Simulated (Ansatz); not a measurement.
# Effect of pressure 5 GPa on MgS

The parent structure is MgS in the rock salt structure (space group Fm-3m, No. 225; a = 5.203 Å).

One thing is altered: a hydrostatic pressure of 5 GPa.

All numbers come from r2SCAN (Ansatz, a quantum-chemistry and plane-wave program, PAW, no SOC). Γ-centred 11×11×11 mesh, Fermi–Dirac width 0.05 eV.

```json
[
 {"quantity": "volume per atom", "base": "17.61 Å³", "changed": "16.65 Å³", "shift": "-0.96 Å³"},
 {"quantity": "density", "base": "2.66 g/cm³", "changed": "2.81 g/cm³", "shift": "+0.15 g/cm³"},
 {"quantity": "lattice parameter a", "base": "5.203 Å", "changed": "5.107 Å", "shift": "-0.096 Å"},
 {"quantity": "enthalpy H = E + PV relative to the base's energy", "base": "–", "changed": "+0.53 eV/atom", "shift": "–"},
 {"quantity": "band gap", "base": "3.46 eV", "changed": "3.58 eV", "shift": "+0.12 eV"},
 {"quantity": "gap character", "base": "indirect, Γ → X", "changed": "indirect, Γ → X", "shift": "–"},
 {"quantity": "smallest direct gap", "base": "4.64 eV", "changed": "5.13 eV", "shift": "+0.49 eV"},
 {"quantity": "mean gap deformation potential ΔEg/Δln V", "base": "–", "changed": "-2.1 eV", "shift": "–"},
 {"quantity": "electron mass", "base": "0.53 mₑ along k, 0.31 mₑ across (at X)", "changed": "0.53 mₑ along k, 0.30 mₑ across (at X)", "shift": "–"},
 {"quantity": "hole mass (degenerate bands, along [100])", "base": "0.28, 0.93, 0.93 mₑ (at Γ)", "changed": "0.29, 0.88, 0.88 mₑ (at Γ)", "shift": "–"}
]
```

Load acts through the strain it causes; cell and atoms are relaxed under it. Effective masses come from finite differences of ±0.01 Å⁻¹. Along k means along the line from Γ to the band edge. No phonon test of stability was made. No other phases were tried under pressure.
